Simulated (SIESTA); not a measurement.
**Short convergence ladders for Ni₂Ge (P3m1, 6 atoms in the cell)**

```yaml
crystal:
  lattice:
    - [3.99175, 0.00000, 0.00000]
    - [-1.99588, 3.45696, 0.00000]
    - [0.00000, 0.00000, 5.03895]
  atoms:
    - { symbol: Ni, position: [0.66667, 0.33333, 0.25992] }
    - { symbol: Ni, position: [0.33333, 0.66667, 0.75000] }
    - { symbol: Ni, position: [0.00000, 0.00000, 0.00000] }
    - { symbol: Ni, position: [0.00000, 0.00000, 0.50000] }
    - { symbol: Ge, position: [0.66667, 0.33333, 0.75000] }
    - { symbol: Ge, position: [0.33333, 0.66667, 0.25000] }
```

Base method: GGA PBEsol, numerical atomic orbitals DZP, PseudoDojo PBEsol standard norm-conserving potentials (rewritten from UPF to PSML) (SIESTA 5.4.2).

Base settings: XC.functional = GGA; XC.authors = PBEsol; potentials = PseudoDojo PBEsol standard; PAO.BasisSize = DZP; PAO.EnergyShift = 0.01 Ry; MeshCutoff = 400 Ry; kgrid.MonkhorstPack = 4 4 3; OccupationFunction = FD; ElectronicTemperature = 1160.45 K; MaxSCFIterations = 150.

Core times come from one kind of shared machine, to one figure; runs under 30 s give none.

**The cutoff of the real-space grid**

The second cell is the first with its lattice scaled by 0.98.

The mesh stays at the base's, so the ladder's end is converged at best in this setting alone.

Only quantities that move along the ladder and can be compared are tabulated.

| MeshCutoff | free energy less the last step's (meV/atom) | energy of the compressed cell less the first (meV/atom) | pressure (GPa) | largest difference of a force vector from the last step's (eV/Å) | core time / last (rough) |
|---|---|---|---|---|---|
| 140 Ry (141 Ry used) | -36.61 | 33.37 | 1.20 | 0.003 | – |
| 180 Ry (208 Ry used) | -25.30 | 27.58 | 0.81 | 0.007 | 0.2 |
| 220 Ry (237 Ry used) | -18.93 | 32.44 | 0.82 | 0.006 | 0.3 |
| 280 Ry (300 Ry used) | -9.97 | 31.00 | 0.51 | 0.013 | 0.3 |
| 360 Ry (370 Ry used) | -5.39 | 31.03 | 0.21 | 0.001 | 0.3 |
| 400 Ry (446 Ry used) | -2.15 | 30.50 | 0.17 | 0.010 | 0.4 |
| 960 Ry (1003 Ry used) | 0.00 | 30.32 | 0.21 | 0.000 | 1 |

Coarsest MeshCutoff that holds the pressure within 0.2 GPa of the last step, with all finer ones: 360 Ry (370 Ry used), at about 0.3 of the last step's time; the step before is off by 0.30 GPa.

State of the free energy at the end of the ladder: still drifting one way, by 5.4 meV/atom over the last two steps, so the last step is no safe reference.

Coarsest MeshCutoff that holds the forces within 0.005 eV/Å: not settled: the last two steps still differ by 0.010 eV/Å, over half the tolerance, so the ladder does not show it.

**The setting basis size**

Level: DFT, GGA PBEsol, numerical atomic orbitals TZDP, PseudoDojo PBEsol standard norm-conserving potentials (rewritten from UPF to PSML).

Moved along: PAO.BasisSize.

The second cell is the first with its lattice scaled by 0.98.

The mesh stays at the base's, so the ladder's end is converged at best in this setting alone.

The sets are ordered by size and need not be nested.

Only quantities that move along the ladder and can be compared are tabulated.

| basis (functions) | energy of the compressed cell less the first (meV/atom) | pressure (GPa) | largest difference of a force vector from the last step's (eV/Å) | core time / last (rough) |
|---|---|---|---|---|
| SZ (58) | 63.22 | 7.36 | 0.064 | – |
| SZP (80) | 65.74 | 7.44 | 0.050 | 0.4 |
| DZ (90) | 13.61 | -3.61 | 0.120 | 0.4 |
| DZP (112) | 30.50 | 0.17 | 0.038 | 0.5 |
| TZP (144) | 22.49 | -1.38 | 0.025 | 1 |
| TZDP (166) | 15.44 | -2.94 | 0.000 | 1 |

Coarsest basis (functions) that holds the forces within 0.02 eV/Å: not settled: the last two steps still differ by 0.025 eV/Å, over half the tolerance, so the ladder does not show it.

Coarsest basis (functions) that holds the energy of the compressed cell less the first within 2 meV/atom: not settled: the last two steps still differ by 7.1 meV/atom, over half the tolerance, so the ladder does not show it.

Coarsest basis (functions) that holds the pressure within 1 GPa: not settled: the last two steps still differ by 1.6 GPa, over half the tolerance, so the ladder does not show it.

Two neighbours can agree and both be off: SZ (58) and SZP (80) differ by 0.09 GPa in the pressure, yet lie about 10 GPa from the last step.

**The relaxed cell against the cutoff**

On Ni2Ge (P6_3/mmc, 6 atoms in the cell): atoms on their sites.

In this ladder: MD.TypeOfRun = CG; MD.Steps = 40; MD.MaxForceTol = 0.02 eV/Ang; MD.VariableCell = true; MD.MaxStressTol = 0.05 GPa.

The mesh stays at the base's, so the ladder's end is converged at best in this setting alone.

Only quantities that move along the ladder and can be compared are tabulated.

| MeshCutoff | relaxed volume (Å³/atom) | relaxation steps | core time / last (rough) |
|---|---|---|---|
| 200 Ry (218 Ry used) | 11.672 | 36 | 1 |
| 240 Ry (249 Ry used) | 11.629 | 39 | 1 |
| 280 Ry (299 Ry used) | 11.600 | 10 | 0.4 |
| 400 Ry (445 Ry used) | 11.584 | 4 | 0.5 |
| 480 Ry (533 Ry used) | 11.587 | 6 | 0.7 |
| 800 Ry (835 Ry used) | 11.589 | 6 | 1 |

Coarsest MeshCutoff that holds the relaxed volume within 0.012 Å³/atom of the last step, with all finer ones: 280 Ry (299 Ry used), at about 0.4 of the last step's time; the step before is off by 0.040 Å³/atom.

At the lowest cutoff the cell relaxes to a volume 0.7 % larger than at the highest.

On the base run: the starting cell comes from a database of computed structures (which also holds hypothetical and non-ambient phases and stackings), without a prior relaxation at this level. Its lattice was rescaled by up to half a per cent. One atom was moved a little off its site on purpose. Spin polarisation is off. Values carry the incompleteness of an atom-centred basis. Without a gap this mesh is coarse (it stands for a supercell whose shortest vector is 15 Å).
